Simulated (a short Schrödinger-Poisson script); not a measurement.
Stack: symmetric double-gate stack, SiO2 on p-type Si(100), at 400 K.

| layer | material | thickness (nm) | Na (cm⁻³) |
|---|---|---|---|
| 1 | SiO2 | 3.5 | - |
| 2 | Si | 2 | 1e17 |
| 3 | SiO2 | 3.5 | - |

Constants are typed, rounded textbook-type inputs, not results; the design itself was drawn at random and stands for no fabricated device. SiO2: permittivity 3.9, conduction-band edge (eV) 3.15, gap (eV) 9, electron mass (mₑ) 0.5. Si: permittivity 11.7, conduction-band edge (eV) 0, gap (eV) 1.124, Nv at 300 K (cm⁻³) 3.1e19.

Channel valleys (confinement mass, in-plane density-of-states mass, number): Δ2 0.916, 0.19, 2; Δ4 0.19, 0.417, 4. At the gates, both at one voltage, the conduction-band edge of layer 1 lies 3.64 eV − eVg above the Fermi level of the channel. Gaps are held at their typed values at every temperature. Mesh 0.03 nm at interfaces.

Solved with a short Schrödinger-Poisson script written for these runs: 1D Poisson equation in equilibrium, electrons classical, Fermi-Dirac, parabolic valleys, classical holes, full ionisation, no traps, pinning or gate leakage.

The same stack at other levels of the model or other numerical settings:

```
run                                        sheet density of all electrons at Vg = 2.7 V (cm⁻²)  sheet density of all electrons at Vg = 0.9 V (cm⁻²)  capacitance of both gates at Vg = 2.7 V (μF/cm²)  rough cost against the base
-----------------------------------------  ---------------------------------------------------  ---------------------------------------------------  ------------------------------------------------  ---------------------------
base                                                                                   2.56e13                                              5.00e12                                              1.86                      about 1
electrons treated as classical, Boltzmann                                                    …                                              5.09e12                                                 …                          0.4
electrons treated as quantum, Hartree                                                        …                                              3.79e12                                              1.82                            8
mesh six times as coarse                                                               2.54e13                                              4.95e12                                              1.85                          0.6
```

Question: What belongs in the gaps?

Answer: 
- electrons treated as classical, Boltzmann, capacitance of both gates at Vg = 2.7 V (μF/cm²): 1.92
- electrons treated as classical, Boltzmann, sheet density of all electrons at Vg = 2.7 V (cm⁻²): 2.62e13
- electrons treated as quantum, Hartree, sheet density of all electrons at Vg = 2.7 V (cm⁻²): 2.36e13

The classical rows ignore confinement, and Boltzmann statistics overrate the density once the band edge passes the Fermi level.
